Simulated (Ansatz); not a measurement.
The reference is W in the bcc (W type) structure (space group Im-3m, No. 229; a = 3.1688 Å; relaxed with 0.1 eV smearing). Axes: x, y, z lie along the cube axes.

Calculations: r2SCAN (Ansatz, a program for electronic structure, PAW, no spin-orbit coupling).

Strains are applied to the cell and any free atomic positions relax; under biaxial strain the out-of-plane vector relaxes too.

One change was made to it. Results:

| quantity | base | after |
|---|---|---|
| pressure (mean of the normal stresses, compression positive) | 0.0 GPa | 3.1 GPa |
| energy relative to the base (free energy F) | 0 meV/atom | +3.8 meV/atom |

**Question.** Which of these changes matches the shifts?
(A) biaxial strain −1.67 %, plane normal [111], relaxed out of plane
(B) biaxial strain −1.25 %, plane normal [111], relaxed out of plane
(C) biaxial strain −2.50 %, plane normal [111], relaxed out of plane
(D) biaxial strain −0.83 %, plane normal [111], relaxed out of plane

**Answer.** D, biaxial strain −0.83 %, plane normal [111], relaxed out of plane. For comparison, the energy relative to the base in the other runs: biaxial strain −1.25 %, plane normal [111], relaxed out of plane gives +8.7 meV/atom; biaxial strain −2.50 %, plane normal [111], relaxed out of plane gives +36 meV/atom; biaxial strain −1.67 %, plane normal [111], relaxed out of plane gives +16 meV/atom.

No phonon test of stability was made. All final runs are without spin polarisation.
